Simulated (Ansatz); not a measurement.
Consider Bi in the diamond structure (space group Fd-3m, No. 227; a = 7.288 Å; a hypothetical phase, not in the database extracts checked; relaxed with 0.1 eV smearing). Axes: x, y, z lie along the cube axes.

Calculations: PBE, PAW, 420 eV (Ansatz, a first-principles code; no spin-orbit coupling).

Strains are applied to the cell and any free atomic positions relax; under biaxial strain the out-of-plane vector relaxes too.

One change was made to it. Results:

```tsv
quantity	base	after
pressure (mean of the normal stresses, compression positive)	0.0 GPa	0.4 GPa
energy relative to the base (free energy F)	0 meV/atom	+0.7 meV/atom
```

Task: What was done to the base?
A. strain tensor (xx, yy, zz, yz, xz, xy) = (+3.19, +0.93, −1.55, −0.28, +1.22, −0.89) %
B. uniaxial strain ε_xx = −1.20 %
C. biaxial strain −3.64 %, plane normal [001], relaxed out of plane

Result: B, uniaxial strain ε_xx = −1.20 %. For comparison, the energy relative to the base in the other runs: strain tensor (xx, yy, zz, yz, xz, xy) = (+3.19, +0.93, −1.55, −0.28, +1.22, −0.89) % gives +2.0 meV/atom; biaxial strain −3.64 %, plane normal [001], relaxed out of plane gives +2.6 meV/atom.

No phonon test of stability was made.
